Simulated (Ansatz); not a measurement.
Base system: SrO in the rock salt structure (space group Fm-3m, No. 225; a = 5.122 Å). Axes: x, y, z lie along the cube axes.

Method: PBEsol/PAW in Ansatz (a program for electronic structure), scalar-relativistic without spin-orbit coupling.

For the base:

* **Band gap**: 3.20 eV
* **Valence-band top at Γ**: 0.00, 0.00, 0.00 eV

Perturbation: a pure shear with ε_xy = ε_yx = 0.0171, atoms relaxed at fixed cell.

Problem. How does this affect the stress, band gap, energy relative to the base and valence-band top at Γ?

Solution. The stress (xx, yy, zz, yz, xz, xy; compression positive) comes out as (0.01, 0.01, -0.07, 0.00, 0.00, -1.88) GPa; the band gap decreases by 0.045 eV, from 3.20 eV to 3.15 eV; the energy increases by 3.3 meV/atom; the valence-band top at Γ (three highest levels, from the VBM) changes from 0.00, 0.00, 0.00 eV to 0.00, -0.04, -0.07 eV.

The cells carry an imposed strain or load. Stability against distortions was not tested.
